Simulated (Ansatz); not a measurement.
The parent structure is C in the diamond structure (space group Fd-3m, No. 227; a = 3.5538 Å).

Computed with PBEsol (Ansatz, a quantum-chemistry and plane-wave program, PAW, no spin-orbit coupling).

For the base:

| Property | Result |
|---|---|
| Band gap | 4.03 eV |
| Smallest direct gap | 5.57 eV |
| Pressure | 0.00 GPa |

The change: the cell is scaled by 1.0050 in all directions; the atoms relax in the strained cell.

### Question
How does this affect the band gap, smallest direct gap, energy relative to the base and pressure?

### Answer
The band gap decreases by 0.03 eV (4.03 eV → 4.00 eV); the smallest direct gap drops by 0.04 eV (5.57 eV → 5.53 eV); the energy grows by 1.7 meV/atom; the pressure goes from zero to -6.54 GPa.

No phonon test of stability was made.
